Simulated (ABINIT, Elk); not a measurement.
An Elk input for a self-consistent single point of TaAs (I4_1md, 4 atoms in the cell) (DFT, LDA (PW92), all-electron FP-LAPW, Elk's shipped species files, LAPW+lo basis):

```
tasks
  0

xctype
  3

rgkmax
  7.5

gmaxvr
  16.0

nxoapwlo
  1

rmtscf
  0.88

stype
  0

swidth
  0.00367493

scale
  11.8255548

avec
   -0.2710192364    0.2710192364    0.9236325823
    0.2710192364   -0.2710192364    0.9236325823
    0.2710192364    0.2710192364   -0.9236325823

sppath
  './'

atoms
  2   : nspecies
  'Ta.in'   : spfname
  2   : natoms; atposl, bfcmt below
  0.4999700000  0.9999700000  0.5000000000    0.0 0.0 0.0
  0.7499700000  0.7499700000  0.0000000000    0.0 0.0 0.0
  'As.in'   : spfname
  2   : natoms; atposl, bfcmt below
  0.0826300000  0.5826300000  0.5000000000    0.0 0.0 0.0
  0.3326300000  0.3326300000  0.0000000000    0.0 0.0 0.0

ngridk
  8 8 8
```

Question: Translate this input to ABINIT.

Answer: One input that does it (others would too):

```
# TaAs, JTH v2.0 LDA PAW
pp_dirpath "./"
pseudos "Ta.LDA_PW-JTH.xml, As.LDA_PW-JTH.xml"
acell 3*1.0 Angstrom
rprim
        -1.6959880000    1.6959880000    5.7799210000
         1.6959880000   -1.6959880000    5.7799210000
         1.6959880000    1.6959880000   -5.7799210000
natom 4
ntypat 2
znucl 73 33
typat 1 1 2 2
xred
         0.4999700000    0.9999700000    0.5000000000
         0.7499700000    0.7499700000    0.0000000000
         0.0826300000    0.5826300000    0.5000000000
         0.3326300000    0.3326300000    0.0000000000
ecut 20
pawecutdg 40
pawxcdev 0
ixc 7
occopt 7
tsmear 0.1 eV
nband 36
kptopt 1
ngkpt 8 8 8
nshiftk 1
shiftk 0 0 0
nstep 50
toldfe 1.0e-09
prtwf 0
prtden 0
```

Basis, cutoffs, solver keys and any potentials are the target program's own. This input uses DFT, LDA (PW92), plane waves, PAW (JTH v2.0 LDA PAW). LDA parametrisations can differ slightly between programs.

The starting cell comes from a database of computed structures (which also holds hypothetical and non-ambient phases and stackings), without a prior relaxation at this level. Its lattice was rescaled by a random factor within 2.5 % of one.
